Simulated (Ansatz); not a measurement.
# Response to strain in BaHfO3

The reference is BaHfO3 in the cubic perovskite structure (space group Pm-3m, No. 221; a = 4.158 Å). Axes: x, y, z lie along the cube axes.

Strains are applied to the cell and any free atomic positions relax.

The values are results of PBEsol (Ansatz, a quantum-chemistry and plane-wave program; PAW; 420 eV plane waves; no spin-orbit coupling), not measurements.

Notes on the quantities. pressure: mean of the normal stresses, compression positive.

```
case                            band gap  volume per atom   pressure  smallest direct gap
------------------------------  --------  ---------------  ---------  -------------------
base                             3.58 eV         14.37 Å³   0.00 GPa              3.67 eV
uniaxial strain ε_zz = +0.60 %   3.55 eV         14.46 Å³  -0.99 GPa              3.65 eV
uniaxial strain ε_zz = +1.20 %   3.52 eV         14.55 Å³  -1.93 GPa              3.63 eV
uniaxial strain ε_zz = +1.80 %   3.49 eV         14.63 Å³  -2.82 GPa              3.61 eV
uniaxial strain ε_zz = +2.40 %   3.47 eV         14.72 Å³  -3.66 GPa              3.60 eV
uniaxial strain ε_zz = +3.00 %   3.44 eV         14.80 Å³  -4.45 GPa              3.58 eV
```

With Hf present, leaving out spin-orbit coupling can change the band edges. Whether these cells are dynamically stable was not tested.
